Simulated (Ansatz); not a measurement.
# A computed series for hypothetical diamond Te: pressure series

Consider Te in the diamond structure (space group Fd-3m, No. 227; a = 7.061 Å; a hypothetical phase, not in the database extracts checked).

Cell and atoms are relaxed at each pressure.

Method: PBEsol, PAW, 420 eV (Ansatz, a first-principles code; without spin-orbit coupling).

Notes on the quantities. enthalpy: H = E + PV relative to the base's energy.

| change | lattice parameter a | enthalpy |
|---|---|---|
| base | 7.061 Å | – |
| pressure −2 GPa | 7.246 Å | -0.57 eV/atom |
| pressure −1 GPa | 7.145 Å | -0.28 eV/atom |
| pressure 0.3 GPa | 7.038 Å | +0.08 eV/atom |
| pressure 0.7 GPa | 7.009 Å | +0.19 eV/atom |
| pressure 1.5 GPa | 6.956 Å | +0.40 eV/atom |
| pressure 3 GPa | 6.868 Å | +0.79 eV/atom |
| pressure 5 GPa | 6.769 Å | +1.28 eV/atom |
| pressure 7.5 GPa | 6.665 Å | +1.87 eV/atom |
| pressure 10 GPa | 6.579 Å | +2.44 eV/atom |

Load acts through the strain it causes; cell and atoms are relaxed under it. No phonon test of stability was made. No other phases were tried under pressure.
